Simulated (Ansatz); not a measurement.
The reference is Ag in the fcc (Cu type) structure (space group Fm-3m, No. 225; a = 4.0009 Å; relaxed with 0.1 eV smearing). Axes: x, y, z lie along the cube axes.

Calculations: Kohn–Sham DFT with the LDA functional, run in Ansatz (a program for electronic structure) with PAW and 420 eV plane waves, no spin-orbit coupling.

Perturbation: uniaxial strain ε_zz = −1.00 %, all other strain components held at zero, atoms relaxed at fixed cell.

Q: Predict the stress tensor and what it implies for the stiffness.

A: Stress of the strained cell less that of the base (GPa, compression positive):
```
    1.3     0.0     0.0
    0.0     1.3     0.0
    0.0     0.0     1.7
```

Then −Δσ_ii/ε with ε = -0.0100 gives relaxed-ion elastic constants: C33 ≈ 174 GPa, C13 ≈ 129 GPa and C23 ≈ 129 GPa.

Whether these cells are dynamically stable was not tested.
